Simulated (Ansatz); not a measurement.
Data:

```xyz
6
Lattice="4.4301 0.0000 0.0000 -2.2151 3.8366 0.0000 0.0000 0.0000 7.2035" Properties=species:S:1:pos:R:3 pbc="T T T"
Ca     0.0000     0.0000     1.8009
Ca     0.0000     0.0000     5.4026
Ga     0.0000     2.5577     0.3112
Ga     2.2151     1.2789     6.8923
Ga     2.2151     1.2789     3.9130
Ga     0.0000     2.5577     3.2905
```

Computed with PBEsol, DFPT electron-phonon coupling, linearised Boltzmann equation (plane waves, PAW, scalar-relativistic; Ansatz, a first-principles code). How the cell was made: relaxed with this functional, without spin-orbit coupling.

Q: What phonon-limited resistivity does this give at 300 K?

A: 19.9 (x), 19.9 (y), 48 (z) μΩ·cm.

A metal at this level (no band gap). Only scattering by harmonic phonons is included (no impurities, grain boundaries, electron-electron scattering or thermal expansion). Spin-orbit coupling is left out. Halving the electron mesh (24x24x12) moves the resistivity by up to 7 % at 300 K. Smearing 0.20 eV; phonons on a 4x4x2 q mesh, which this run doesn't test.

Computed structure with no diffraction record at hand here (it may be known, metastable or hypothetical): CaGa2 (P6_3/mmc).
